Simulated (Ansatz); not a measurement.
Surface energy of faces of beta Ga2O3 in PBE and in LDA, in Ansatz (plane waves, PAW). Symmetric slabs relaxed with PBE from ideal cuts in 1x1 cells (the lowest computed cut and spin start of each face; real faces may reconstruct in larger cells); LDA values are single points on them, with the bulk at the same level. No spin-orbit coupling, no U.

```tsv
face	PBE (J/m²)	LDA (J/m²)
(001)	1.63	2.04
(100)	0.47	0.82
(101) (10 Ga–Ga, 4 Ga–O bonds formed; 2 Ga–O bonds broke; O ended outermost)	1.59	1.88
(110) (2 Ga–O bonds formed; 6 Ga–O bonds broke; O ended outermost)	1.33	?
(111)	1.21	1.66
```

Problem. Fit a straight line y = a·x + b by least squares to the 4 complete rows (x: PBE (J/m²); y: LDA (J/m²)).

Solution. the means are x̄ = 1.2250 and ȳ = 1.6000; Σ(x − x̄)² = 0.86750 and Σ(x − x̄)(y − ȳ) = 0.86840, so a = 1.001 and b = ȳ − a·x̄ = 0.374. The largest residual is 0.085.

Problem. What does the line predict for the withheld row, (110) (2 Ga–O bonds formed; 6 Ga–O bonds broke; O ended outermost), and what did the calculation give?

Solution. the line gives 1.71; the calculation gave 1.68, a miss of -0.03, of the size of the fitted rows' scatter and rounding.

Ansatz is a program for electronic structure.
